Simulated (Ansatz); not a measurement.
Take Cu in the fcc (Cu type) structure (space group Fm-3m, No. 225; relaxed with 0.1 eV smearing) as the base.

```yaml
crystal:
  lattice:
    - [0.00000, 1.78838, 1.78838]
    - [1.78838, 0.00000, 1.78838]
    - [1.78838, 1.78838, 0.00000]
  atoms:
    - { symbol: Cu, position: [0.00000, 0.00000, 0.00000] }
```

Cartesian axes are those of the cell as printed.

Method: Ansatz (an electronic-structure program), r2SCAN, PAW, cutoff 500 eV, without spin-orbit coupling.

Strains are applied to the cell and any free atomic positions relax; under biaxial strain the out-of-plane vector relaxes too.

One change was made to it. Results:

| quantity | base | after |
|---|---|---|
| pressure (mean of the normal stresses, compression positive) | 0.0 GPa | 1.9 GPa |
| energy relative to the base (free energy F) | 0 meV/atom | +1.6 meV/atom |

### Question
Name the change that was made.
A. biaxial strain −0.83 %, plane normal [111], relaxed out of plane
B. biaxial strain −0.42 %, plane normal [111], relaxed out of plane
C. biaxial strain −2.50 %, plane normal [111], relaxed out of plane
D. biaxial strain −1.25 %, plane normal [111], relaxed out of plane
E. biaxial strain −1.67 %, plane normal [111], relaxed out of plane

### Answer
A, biaxial strain −0.83 %, plane normal [111], relaxed out of plane. For comparison, the energy relative to the base in the other runs: biaxial strain −2.50 %, plane normal [111], relaxed out of plane gives +16 meV/atom; biaxial strain −1.67 %, plane normal [111], relaxed out of plane gives +6.8 meV/atom; biaxial strain −1.25 %, plane normal [111], relaxed out of plane gives +3.7 meV/atom; biaxial strain −0.42 %, plane normal [111], relaxed out of plane gives +0.4 meV/atom.

Stability against distortions was not tested. All final runs are without spin polarisation.
